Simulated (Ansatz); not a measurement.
Start from GaN in the wurtzite structure (space group P6_3mc, No. 186; a = 3.1827 Å, c = 5.1857 Å).

Level of theory: PBEsol (Ansatz, a first-principles code, PAW, no spin-orbit coupling), earlier PAW set.

Base values:

Gap between the host's bands: 1.88 eV
Gap character: direct at Γ

The change: 0.455 holes added to each cell, a density of 1.0×10^22 cm⁻³, with a uniform compensating background at fixed cell and a 300 K Fermi–Dirac width.

Q: How does this affect the Fermi level from band edge?

A: The Fermi level relative to the doped band's edge (positive inside the band; to 0.05 eV) amounts to +0.55 eV.

Q: How does this affect the gap between the host's bands?

A: The gap between the host's bands grows by 0.226 eV, from 1.88 eV to 2.10 eV.

Q: What happens to the gap character?

A: The gap character is still direct at Γ.

Charged cell with a jellium background: band edges are those of the host's band count, energies are not comparable with the neutral cell, and many-body gap narrowing is missing. No phonon test of stability was made.
